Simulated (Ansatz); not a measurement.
The parent structure is BeS in the zinc blende structure (space group F-43m, No. 216; a = 4.876 Å).

Calculations: PBE (Ansatz, an electronic-structure program, PAW, without spin-orbit coupling).

Carriers are added at fixed cell with a uniform background; the Fermi–Dirac width is that of 300 K.

One change was made to it. Results:

The Fermi level relative to the doped band's edge (positive inside the band; to 0.05 eV) is +2.00 eV; the gap character stays indirect, Γ → X; the gap between the host's bands shrinks by 0.281 eV to 2.86 eV.

Q: Which of these changes matches the shifts?
A) electrons 2.0×10^22 cm⁻³
B) electrons 5.0×10^20 cm⁻³
C) holes 1.5×10^21 cm⁻³

A: A, electrons 2.0×10^22 cm⁻³. For comparison, the Fermi level from band edge in the other runs: holes 1.5×10^21 cm⁻³ gives +0.20 eV; electrons 5.0×10^20 cm⁻³ gives +0.25 eV.

Charged cell with a jellium background: band edges are those of the host's band count, energies are not comparable with the neutral cell, and many-body gap narrowing is missing. Stability against distortions was not tested.
